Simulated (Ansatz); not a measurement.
Ansatz (a program for electronic structure) run on NiSi2 (Fm-3m, 3 atoms in the cell): self-consistent single point.

Method: PBE, PAW files (plane waves; Ansatz).

```xyz
3
Lattice="0.0000 2.6885 2.6885 2.6885 0.0000 2.6885 2.6885 2.6885 0.0000" Properties=species:S:1:pos:R:3 pbc="T T T"
Si     1.3442     1.3442     1.3442
Si     4.0328     4.0328     4.0328
Ni     0.0000     0.0000     0.0000
```

Reference input (self-consistent single point, DFT, PBE, plane waves, PAW files): kpoints.mp_grid.grid = 9 9 9; hamiltonian.xc = pbe; hamiltonian.pseudopotentials = {kind: paw} (the program's default PAW files); scf.occupations.method = methfessel_paxton; scf.occupations.width = 0.1 eV. This run's input differs from it in these lines:

Ansatz 0.2 input:
```diff
@@ -10,3 +10,3 @@
 kpoints:
-  mp_grid: { grid: [9, 9, 9] }
+  mp_grid: { grid: [6, 6, 6] }
 hamiltonian:
```

Log, with long lists cut:

```
SCF iter   1: F=—  HF=-7113.255298 eV  |F-HF|=—  |Δ(HF+E_count)|=         —  Δρ=9.47e-2  dr2=4.23e0  ethr=3.10e-3  ⟨swp⟩=5.2  Hψ=1373  notcnv=0
all-band conjugate gradients solve this SCF's bands
preconditioner: auto → none
SCF iter   2: F=—  HF=-7112.479515 eV  |F-HF|=—  |Δ(HF+E_count)|=   7.76e-1  S|Δr|=    0.00e0  Δρ=2.33e-2  dr2=2.91e-1  ethr=3.10e-3  ⟨swp⟩=2.4  Hψ=529  notcnv=0  defer=4
   [... lines left out ...]
SCF iter   7: F=—  HF=-7112.376313 eV  |F-HF|=—  |Δ(HF+E_count)|=   2.39e-5  S|Δr|=    0.00e0  Δρ=2.06e-4  dr2=1.32e-5  ethr=1.68e-7  ⟨swp⟩=1.0  Hψ=270  notcnv=0  defer=3
SCF iter   8: F=—  HF=-7112.376312 eV  |F-HF|=—  |Δ(HF+E_count)|=   1.25e-6  S|Δr|=    0.00e0  Δρ=4.92e-5  dr2=7.48e-7  ethr=5.09e-8  ⟨swp⟩=1.0  Hψ=269  notcnv=0  defer=3
SCF iter   9: F=-7112.376312 eV  HF=-7112.376312 eV  |F-HF|=3.52e-9  |Δ(HF+E_count)|=   5.31e-8  S|Δr|=    0.00e0  Δρ=3.68e-6  dr2=3.99e-9  ethr=3.85e-10  ⟨swp⟩=4.9  Hψ=976  notcnv=0
SCF 1 converged in 9 iterations: F = -7112.376312 eV  dr2 = 3.99e-9
Stability not checked (fill_not_monotonic)
Free energy (F): -7112.376312 eV
Internal energy: -7112.373184 eV  (E = F + TS)
E sigma→0 (E₀):  -7112.375530 eV
Entropy (-TS):   -0.003128 eV (-1.043 meV/atom)
Fermi energy:    13.559424 eV
--- Forces (eV/Å), atoms counted from 1 ---
  atom   1  Si     0.00000000    -0.00000000     0.00000000
   [... zero for the other atoms too ...]
--- Stress (GPa, compression-positive) ---
        6.581458       0.000000       0.000000
        0.000000       6.581458       0.000000
        0.000000       0.000000       6.581458
  P = ⅓ Tr σ = 6.5815 GPa (65.815 kbar)
  The stress holds the Pulay correction. Without it, at fixed plane waves, as pw.x and ABINIT print it: P = 6.5429 GPa
```

The run converged in 9 iterations. Against the reference run the free energy rises by 1.6 meV/atom and the pressure moves little (6.52 to 6.58 GPa).

The starting cell has typed, rounded lattice constants, without a prior relaxation at this level. Its lattice was rescaled by a random factor within 2.5 % of one. Spin polarisation is off. Ansatz's pressure includes its estimate of the finite-basis (Pulay) stress.
